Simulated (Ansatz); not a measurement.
## Effective masses and thermopower of SiC under load (space group P6_3mc)

Here is the system:

```yaml
crystal:
  lattice:
    - [3.08526, 0.00000, 0.00000]
    - [-1.54263, 2.67192, 0.00000]
    - [0.00000, 0.00000, 5.06342]
  atoms:
    - { symbol: Si, position: [0.33333, 0.66667, 0.49959] }
    - { symbol: Si, position: [0.66667, 0.33333, 0.99959] }
    - { symbol: C, position: [0.33333, 0.66667, 0.87541] }
    - { symbol: C, position: [0.66667, 0.33333, 0.37541] }
```

Level of theory: PBEsol with spin-orbit coupling, rigid bands (plane waves, PAW; Ansatz, a first-principles code). Condition of this run: hydrostatic pressure -2 GPa (the target of the relaxation). Cell: cell and atoms relaxed with PBEsol, then loaded as said.

The band gap is 2.14 eV. The electron conductivity mass (300 K, dilute) is 0.44 (x), 0.44 (y), 0.27 (z) mₑ and the hole conductivity mass (300 K, dilute) is 1.19 (x), 1.19 (y), 1.48 (z) mₑ. The effective density of states N_c (300 K) is 1.1e19 cm⁻³. The effective density of states N_v (300 K) is 6.4e19 cm⁻³. The density-of-states mass, electrons is 0.57 mₑ, the density-of-states mass, holes comes out as 1.86 mₑ and the Seebeck coefficient, n-type 1e19 cm⁻³, 300 K is -231 μV/K. The Seebeck coefficient, p-type 1e19 cm⁻³, 300 K is 390 μV/K.

Rigid bands; masses and Seebeck coefficients take one relaxation time τ for all states and one kind of carrier; polarons and phonon drag are left out.
